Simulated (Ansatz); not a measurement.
**Hypothetical P4_2/mnm ZnS: pressure series**

The parent structure is ZnS (space group P4_2/mnm, No. 136; a = 6.630 Å, c = 3.861 Å; a hypothetical phase, not in the database extracts checked).

Cell and atoms are relaxed at each pressure.

The values are results of PBE in Ansatz (plane waves to 420 eV, PAW, no SOC), not measurements.

```tsv
pressure (GPa)	volume per atom (Å³/atom)
-1	21.563
0	21.215
0.3	21.117
0.7	20.987
1.5	20.742
3	20.315
5	?
7.5	19.244
10	18.743
```

Problem. Fit the third-order Birch–Murnaghan form P(V) = (3B₀/2)[(V₀/V)^(7/3) − (V₀/V)^(5/3)]·[1 + (3/4)(B₀′ − 4)((V₀/V)^(2/3) − 1)] (squares taken in P) to the rows shown and predict the withheld row.

Solution. Least squares on the printed values gives V₀ = 21.215 Å³/atom, B₀ = 63.8 GPa, B₀′ = 3.8; this predicts 19.805 Å³/atom, and the run gives 19.806 Å³/atom, in agreement.

Load acts through the strain it causes; cell and atoms are relaxed under it. No phonon test of stability was made. No other phases were tried under pressure.

Ansatz is a quantum-chemistry and plane-wave program.
